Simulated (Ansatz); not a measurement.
**MgTe under a change: isotropic strain −0.56 %**

The parent structure is MgTe in the zinc blende structure (space group F-43m, No. 216; a = 6.438 Å).

Perturbation: every lattice vector is shortened by 0.56 %; the atoms relax in the strained cell.

All numbers come from Kohn–Sham DFT with the PBEsol functional, run in Ansatz (a quantum-chemistry and plane-wave program) with PAW and 420 eV plane waves, without spin-orbit coupling, earlier PAW set. k-mesh 9×9×9 (Γ-centred); smearing 0.05 eV (Fermi–Dirac).

| quantity | base | changed | shift |
|---|---|---|---|
| volume per atom | 33.36 Å³ | 32.80 Å³ | -0.56 Å³ |
| space group | F-43m (No. 216) | F-43m (No. 216) | – |
| energy relative to the base (free energy F) | 0 meV/atom | +1.1 meV/atom | +1.1 meV/atom |
| band gap | 2.35 eV | 2.42 eV | +0.07 eV |
| gap character | direct at Γ | direct at Γ | – |
| mean gap deformation potential ΔEg/Δln V | – | -4.4 eV | – |
| electron mass | 0.16 mₑ (at Γ) | 0.17 mₑ (at Γ) | – |
| hole mass (degenerate bands, along [100]) | 0.19, 0.88, 0.88 mₑ (at Γ) | 0.19, 0.86, 0.86 mₑ (at Γ) | – |
| valley order (the lowest conduction-band minima on the path, energy above the VBM, named in the base's zone) | Γ 2.35 eV; X along ⟨100⟩ 2.71 eV; L along ⟨111⟩ 3.18 eV | Γ 2.42 eV; X along ⟨100⟩ 2.69 eV; L along ⟨111⟩ 3.22 eV | – |

Final structure:

```xyz
2
Lattice="0.0000 3.2012 3.2012 3.2012 0.0000 3.2012 3.2012 3.2012 0.0000" Properties=species:S:1:pos:R:3 pbc="T T T"
Mg     0.0000     0.0000     0.0000
Te     1.6006     1.6006     1.6006
```

With Te present, leaving out spin-orbit coupling can change the band edges. Effective masses come from finite differences of ±0.01 Å⁻¹. Whether these cells are dynamically stable was not tested.
